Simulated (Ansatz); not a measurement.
## Short convergence ladders for Sr (P6_3/mmc, 2 atoms in the cell)

```xyz
2
Lattice="4.2883 0.0000 0.0000 -2.1441 3.7138 0.0000 0.0000 0.0000 7.0234" Properties=species:S:1:pos:R:3 pbc="T T T"
Sr     0.0000     2.4758     1.7559
Sr     2.1442     1.2379     5.2676
```

Base method: LDA (PW92), default PAW files made with PBE (plane waves; Ansatz, a first-principles code).

Base settings: basis.ecutwfc = 420 eV; kpoints.mp_grid.grid = 9 9 5; hamiltonian.xc = lda; hamiltonian.pseudopotentials = {kind: paw} (the program's default PAW files); scf.occupations.method = gaussian; scf.occupations.width = 0.1 eV.

The count of work is k-points × plane waves × bands × iterations; it is no time. 

**Zone-centre phonons against the cutoff**

In this ladder: phonons.method = dfpt.

The mesh stays at the base's, so the ladder's end is converged at best in this setting alone.

Frequencies are those of the unrelaxed cell, without the LO-TO term of polar crystals.

Only quantities that move along the ladder and can be compared are tabulated.

| basis.ecutwfc | highest zone-centre frequency (cm⁻¹) |
|---|---|
| 210 eV | 81.3 |
| 250 eV | 79.5 |
| 295 eV | 79.4 |
| 355 eV | 79.3 |
| 420 eV | 79.3 |
| 505 eV | 79.3 |
| 630 eV | 79.3 |

Coarsest basis.ecutwfc that holds the highest zone-centre frequency within 1 cm⁻¹ of the last step, with all finer ones: 250 eV; the step before is off by 2.0 cm⁻¹.

**The force threshold of a relaxation**

On Sr (P-3m1, 2 atoms in the cell): one atom moved by 0.15 angstrom.

In this ladder: relax = atoms.

The mesh stays at the base's, so the ladder's end is converged at best in this setting alone.

Only quantities that move along the ladder and can be compared are tabulated.

```tsv
relax.f_tol	free energy less the last step's (meV/atom)	largest force left (eV/Å)	relaxation steps
0.2 eV/Å	5.73	0.1534	2
0.1 eV/Å	2.14	0.0934	2
0.05 eV/Å	0.00	0.0031	3
0.03 eV/Å	0.00	0.0030	3
0.02 eV/Å	0.00	0.0031	4
0.01 eV/Å	0.00	0.0031	4
0.005 eV/Å	0.00	0.0030	4
0.002 eV/Å	0.00	0.0000	5
0.001 eV/Å	0.00	0.0000	5
```

Coarsest relax.f_tol that holds the largest force left within 0.005 eV/Å of the last step, with all finer ones: 0.05 eV/Å; the step before is off by 0.093 eV/Å.

Coarsest relax.f_tol that holds the free energy within 0.5 meV/atom of the last step, with all finer ones: 0.05 eV/Å; the step before is off by 2.1 meV/atom.

**The size of a vacancy's supercell**

On Sr (P6_3/mmc, 4 atoms in the cell), and larger cells.

Steps: 2 x 1 x 1 supercell, one Sr atom taken out, nothing relaxed; 2 x 2 x 1 supercell, one Sr atom taken out, nothing relaxed; and so on, with the mesh thinned in proportion.

Only quantities that move along the ladder and can be compared are tabulated.

| atoms | unrelaxed vacancy energy (eV) | count of work / last |
|---|---|---|
| 4 | 1.073 | 0.12 |
| 8 | 1.201 | 0.12 |
| 16 | 1.178 | 0.33 |
| 24 | 1.172 | 1.2 |
| 36 | 1.167 | 1.0 |

Smallest size that holds the unrelaxed vacancy energy within 0.05 eV of the last step, with all finer ones: 8, at 0.12 of the last step's count of work; the step before is off by 0.094 eV.

On the base run: the starting cell comes from a database of computed structures (which also holds hypothetical and non-ambient phases and stackings), without a prior relaxation at this level. Its lattice was rescaled by up to half a per cent.

Left out of this page: 1 run of the series stopped by limits of time or memory.

Keys are those of Ansatz 0.2.
